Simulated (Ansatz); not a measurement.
An Ansatz (a first-principles code) run: GaS with a change (isotropic strain −1.36 %); PBE-D3(BJ) in Ansatz (plane waves to 420 eV, PAW, no SOC).

Input:

Ansatz 0.2 input:
```yaml
crystal:
  lattice:
    - [3.5418032095, 0, 0]
    - [-1.7709016047, 3.0672915546, 0]
    - [0, 0, 15.2386301065]
  atoms:
    - { symbol: Ga, position: [0.3333333333, 0.6666666667, 0.1707667341] }
    - { symbol: Ga, position: [0.6666666667, 0.3333333333, 0.6707667341] }
    - { symbol: Ga, position: [0.6666666667, 0.3333333333, 0.8292332659] }
    - { symbol: Ga, position: [0.3333333333, 0.6666666667, 0.3292332659] }
    - { symbol: S, position: [0.3333333333, 0.6666666667, 0.6003519365] }
    - { symbol: S, position: [0.6666666667, 0.3333333333, 0.1003519365] }
    - { symbol: S, position: [0.6666666667, 0.3333333333, 0.3996480635] }
    - { symbol: S, position: [0.3333333333, 0.6666666667, 0.8996480635] }
basis: { ecutwfc: 420, ecutrho_ratio: 4, xc_grid: 2, fft_grid_basis: typed }
kpoints: { mp_grid: { grid: [11, 11, 3] } }
hamiltonian:
  xc: pbe
  dispersion: d3bj
  pseudopotentials: { kind: paw }
scf: { occupations: { method: fermi_dirac, width: 0.05 }, convergence: { dr2_threshold: 0.0000000008 } }
relax: { f_tol: 0.005, max_steps: 50 }
output: { forces: true, stress: true }
checkpoint: { write: state.ck, write_every: 1000 }
```

Output (explanatory and most iteration lines left out):

```
Relaxation: its limit of steps is 50 (relax.max_steps)
Pseudopotential: Ga, paw, valence charge 13
Pseudopotential: S, paw, valence charge 6
Crystal: 8 atoms, lattice volume = 165.549 Å³
Basis set: ecut = 420 eV, 3189 PW (Γ), exchange–correlation on 48×48×216 points (8 copies of the dense FFT grid, shifted against one another)
Bands: 46, of which v1, the nominal top of the filled ones, is band 38 counted from 1 (37 counted from 0)
Symmetry: 24 space group operations
Space group: P63/mmc (ITA 194), of the structure as read, at distance tolerance 5.5e-5 Å
k-points: 32 of 363
Functional: x = pbe(κ = 0.804, μ = 0.2195149727645171), c = pbe(β = 0.06672455060314922)
SCF iter   1: F=—  HF=-18747.594742 eV  |F-HF|=—  |Δ(HF+E_count)|=         —  Δρ=1.42e-3  dr2=2.93e-3  ethr=1.77e-3  ⟨swp⟩=6.9  Hψ=5821  notcnv=0
SCF iter   2: F=—  HF=-18747.594310 eV  |F-HF|=—  |Δ(HF+E_count)|=   4.32e-4  Δρ=7.49e-4  dr2=6.58e-4  ethr=3.86e-6  ⟨swp⟩=2.1  Hψ=2946  notcnv=0  defer=2
SCF 1 converged in 8 iterations: F = -18747.594805 eV  dr2 = 5.51e-10
relax step   1: F+E_penalty+E_count = -18747.59480485 eV  Δ(F+E_penalty+E_count) = +0.000e0 eV  max|allowed force component| = 3.450e-1 eV/Å  Δτ_max = 0.0000 Å  (8 SCF iters, accepted)
Crystal: 8 atoms, lattice volume = 165.549 Å³
SCF iter   1: F=—  HF=-18747.623952 eV  |F-HF|=—  |Δ(HF+E_count)|=         —  Δρ=2.46e-3  dr2=6.96e-3  ethr=8.70e-6  ⟨swp⟩=2.0  Hψ=4496  notcnv=0  defer=79
SCF iter   2: F=—  HF=-18747.622686 eV  |F-HF|=—  |Δ(HF+E_count)|=   1.27e-3  Δρ=1.28e-3  dr2=2.04e-3  ethr=8.70e-6  ⟨swp⟩=2.0  Hψ=2461  notcnv=0  defer=79
SCF 2 converged in 9 iterations: F = -18747.622211 eV  dr2 = 1.27e-10
relax step   2: F+E_penalty+E_count = -18747.62221074 eV  Δ(F+E_penalty+E_count) = -2.741e-2 eV  max|allowed force component| = 4.017e-2 eV/Å  Δτ_max = 0.0436 Å  (9 SCF iters, accepted)
Crystal: 8 atoms, lattice volume = 165.549 Å³
SCF iter   1: F=—  HF=-18747.622549 eV  |F-HF|=—  |Δ(HF+E_count)|=         —  Δρ=1.53e-4  dr2=1.82e-5  ethr=8.20e-8  ⟨swp⟩=2.2  Hψ=3286  notcnv=0  defer=80
SCF iter   2: F=—  HF=-18747.622346 eV  |F-HF|=—  |Δ(HF+E_count)|=   2.04e-4  Δρ=7.20e-5  dr2=2.90e-6  ethr=2.39e-8  ⟨swp⟩=2.5  Hψ=2729  notcnv=0  defer=80
SCF 3 converged in 6 iterations: F = -18747.622350 eV  dr2 = 7.76e-10
relax step   3: F+E_penalty+E_count = -18747.62234997 eV  Δ(F+E_penalty+E_count) = -1.392e-4 eV  max|allowed force component| = 8.001e-3 eV/Å  Δτ_max = 0.0013 Å  (6 SCF iters, accepted)
Crystal: 8 atoms, lattice volume = 165.549 Å³
SCF iter   1: F=—  HF=-18747.622557 eV  |F-HF|=—  |Δ(HF+E_count)|=         —  Δρ=4.53e-5  dr2=1.54e-6  ethr=2.16e-8  ⟨swp⟩=2.1  Hψ=3119  notcnv=0  defer=80
SCF iter   2: F=—  HF=-18747.622356 eV  |F-HF|=—  |Δ(HF+E_count)|=   2.01e-4  Δρ=2.11e-5  dr2=2.27e-7  ethr=2.03e-9  ⟨swp⟩=2.8  Hψ=2945  notcnv=0  defer=80
SCF 4 converged in 5 iterations: F = -18747.622356 eV  dr2 = 2.42e-10
relax step   4: F+E_penalty+E_count = -18747.62235581 eV  Δ(F+E_penalty+E_count) = -5.840e-6 eV  max|allowed force component| = 1.072e-5 eV/Å  Δτ_max = 0.0004 Å  (5 SCF iters, accepted)
SCF converged after 5 iterations
Free energy (F): -18747.622356 eV
Internal energy: -18747.622356 eV  (E = F + TS)
E sigma→0 (E₀):  -18747.622356 eV
Entropy (-TS):   -0.000000 eV (-0.000 meV/atom)
Fermi energy:    7.575338 eV
  E_disp       = -2.282410  (pairwise vdW)
--- Forces (eV/Å), atoms counted from 1 ---
  atom   1  Ga     0.00000000    -0.00000000    -0.00001072
  atom   2  Ga    -0.00000000     0.00000000    -0.00001072
  atom   3  Ga    -0.00000000     0.00000000     0.00001072
  atom   4  Ga     0.00000000    -0.00000000     0.00001072
  atom   5  S      0.00000000    -0.00000000    -0.00000672
  atom   6  S     -0.00000000     0.00000000    -0.00000672
  atom   7  S     -0.00000000     0.00000000     0.00000672
  atom   8  S      0.00000000    -0.00000000     0.00000672
--- Stress (GPa, compression-positive) ---
        2.205047      -0.000000       0.000000
       -0.000000       2.205047       0.000000
        0.000000       0.000000       0.978486
  P = ⅓ Tr σ = 1.7962 GPa (17.962 kbar)
--- Relaxed structure (4 steps of the walk, 4 accepted, 0 SCFs on fresh bases) ---
  atoms:
    - { symbol: Ga, position: [0.3333333333333333, 0.6666666666666666, 0.1700422123770566] }
    - { symbol: Ga, position: [0.6666666666666666, 0.3333333333333333, 0.6700422123770565] }
    - { symbol: Ga, position: [0.6666666666666666, 0.3333333333333333, 0.8299577876229435] }
    - { symbol: Ga, position: [0.3333333333333333, 0.6666666666666666, 0.3299577876229435] }
    - { symbol: S, position: [0.3333333333333333, 0.6666666666666666, 0.5974768173626475] }
    - { symbol: S, position: [0.6666666666666666, 0.3333333333333333, 0.09747681736264743] }
    - { symbol: S, position: [0.6666666666666666, 0.3333333333333333, 0.4025231826373526] }
    - { symbol: S, position: [0.3333333333333333, 0.6666666666666666, 0.9025231826373527] }
```

Stability against distortions was not tested. The cell was made from GaS in the beta-GaS type structure (space group P6_3/mmc, No. 194; layered, stacked along the Cartesian z axis) by this change: isotropic strain −1.36 %.
